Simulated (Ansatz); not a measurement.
**Thermal expansion of hcp (Mg type) Mg**

Method: quasi-harmonic approximation, PBEsol density-functional theory in Ansatz (plane waves, PAW); phonon mesh 4×4×3, k mesh 16×16×9. The cell was generated from a structure type, relaxed within its symmetry, and need not be the phase found at ambient conditions. The run noted for some of its cells that some bands missed the eigensolver's tolerance. The pressure is 30 GPa. The structure is held there; whether it is the stable one at that pressure was not tested.

| T (K) | α_a (10⁻⁶/K) | α_c (10⁻⁶/K) | C_P (J/mol/K) | bulk modulus B_T (GPa) | γ |
|---|---|---|---|---|---|
| 50 | 0.3 | 0.7 | 1.8 | 135 | 0.90 |
| 100 | 1.8 | 3.3 | 8.6 | 135 | 1.00 |
| 150 | 3.1 | 5.6 | 14.4 | 134 | 1.04 |
| 200 | 4.0 | 7.2 | 18.1 | 134 | 1.05 |
| 250 | 4.5 | 8.1 | 20.3 | 134 | 1.06 |
| 300 | 4.9 | 8.7 | 21.7 | 133 | 1.07 |
| 350 | 5.1 | 9.1 | 22.6 | 133 | 1.07 |
| 400 | 5.3 | 9.4 | 23.3 | 132 | 1.07 |
| 450 | 5.5 | 9.5 | 23.8 | 132 | 1.07 |
| 500 | 5.6 | 9.6 | 24.2 | 132 | 1.07 |
| 550 | 5.7 | 9.7 | 24.5 | 131 | 1.07 |
| 600 | 5.8 | 9.8 | 24.7 | 131 | 1.07 |
| 650 | 5.9 | 9.8 | 25.0 | 130 | 1.08 |
| 700 | 6.0 | 9.8 | 25.1 | 130 | 1.08 |

```json
{
  "conventional lattice constants at 300 K": "a = 2.811 Å, c = 4.525 Å",
  "entropy at 300 K": "21.3 J/(mol K)",
  "adiabatic bulk modulus at 300 K": "134 GPa",
  "bulk_modulus_without_vibrations": "136 GPa",
  "zero_point_volume_expansion": "0.45 %"
}
```

Whether this phase is the stable one at each condition was not tested.

The PAW data sets were generated under PBE and serve the other functionals too.

Ansatz is an electronic-structure program.
